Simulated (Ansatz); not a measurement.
Effect of biaxial strain +4.69 %, plane normal [001], relaxed out of plane on GaN

Base system: GaN in the wurtzite structure (space group P6_3mc, No. 186; a = 3.183 Å, c = 5.184 Å). Axes: x lies along a and z along c of the hexagonal cell.

Now apply this change: biaxial strain +4.69 %, plane normal [001], relaxed out of plane (Cartesian); in-plane vectors clamped, the third vector and the atoms free.

Method: r2SCAN (Ansatz, a quantum-chemistry and plane-wave program), no spin-orbit coupling. Settings: 12×12×7 k-points, 0.05 eV Fermi–Dirac smearing.

| quantity | base | changed | shift |
|---|---|---|---|
| volume per atom | 11.37 Å³ | 12.19 Å³ | +0.82 Å³ |
| space group | P6_3mc (No. 186) | P6_3mc (No. 186) | – |
| shortest interatomic distance | 1.946 Å | 1.961 Å | +0.015 Å |
| band gap | 2.35 eV | 1.72 eV | -0.63 eV |
| gap character | direct at Γ | direct at Γ | – |
| width of the top valence band | 2.85 eV | 2.60 eV | -0.25 eV |
| electron mass | 0.17 mₑ along c, 0.19 mₑ across (at Γ) | 0.15 mₑ (at Γ) | – |
| valence-band top at Γ (three highest levels, from the VBM) | 0.00, 0.00, -0.04 eV | 0.00, -0.26, -0.26 eV | – |
| out-of-plane strain | – | -2.19 % | – |
| ratio −ε⊥/ε∥ | – | 0.47 | – |
| mean in-plane stress (compression positive) | – | -17.4 GPa | – |

Final structure (turned so that z lies along the plane normal):

```yaml
crystal:
  lattice:
    - [3.33241, 0.00000, 0.00000]
    - [1.66621, 2.88595, 0.00000]
    - [0.00000, 0.00000, 5.06995]
  atoms:
    - { symbol: Ga, position: [0.66667, 0.66667, 0.00600] }
    - { symbol: Ga, position: [0.33333, 0.33333, 0.50600] }
    - { symbol: N, position: [0.66667, 0.66667, 0.61920] }
    - { symbol: N, position: [0.33333, 0.33333, 0.11920] }
```

Effective masses come from finite differences of ±0.01 Å⁻¹. Whether these cells are dynamically stable was not tested.
